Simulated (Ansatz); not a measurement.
A computed series for ZnCo3C: pressure series

Start from ZnCo3C in the anti-perovskite structure (space group Pm-3m, No. 221; ferromagnetic; a cell from a computed database, its experimental status unchecked).

```
CELL_PARAMETERS angstrom
      3.68382     0.00000     0.00000
      0.00000     3.68382     0.00000
      0.00000     0.00000     3.68382
ATOMIC_POSITIONS crystal
  Zn 0.00000 0.00000 0.00000
  Co 0.00000 0.50000 0.50000
  Co 0.50000 0.00000 0.50000
  Co 0.50000 0.50000 0.00000
  C  0.50000 0.50000 0.50000
```

Cell and atoms are relaxed at each pressure.

All numbers come from Ansatz (a first-principles code) PBEsol, spin-orbit coupling left out.

```json
[
 {"P (GPa)": "-1.99", "V (Å³/atom)": "10.081"},
 {"P (GPa)": "-0.99", "V (Å³/atom)": "10.039"},
 {"P (GPa)": "0.30", "V (Å³/atom)": "9.986"},
 {"P (GPa)": "0.70", "V (Å³/atom)": "9.970"},
 {"P (GPa)": "1.50", "V (Å³/atom)": "9.939"},
 {"P (GPa)": "3.00", "V (Å³/atom)": "9.881"},
 {"P (GPa)": "4.99", "V (Å³/atom)": "9.807"},
 {"P (GPa)": "7.50", "V (Å³/atom)": "9.718"},
 {"P (GPa)": "10.00", "V (Å³/atom)": "9.634"}
]
```

A third-order Birch–Murnaghan fit to these points gives V₀ = 10.00 Å³/atom, B₀ = 247 GPa and B₀′ = 4.5. At pressure 10 GPa the volume is 96.4 % of V₀.

Other magnetic orders, which the real material may have, were not ruled out. Load acts through the strain it causes; cell and atoms are relaxed under it. No phonon test of stability was made. No other phases were tried under pressure.
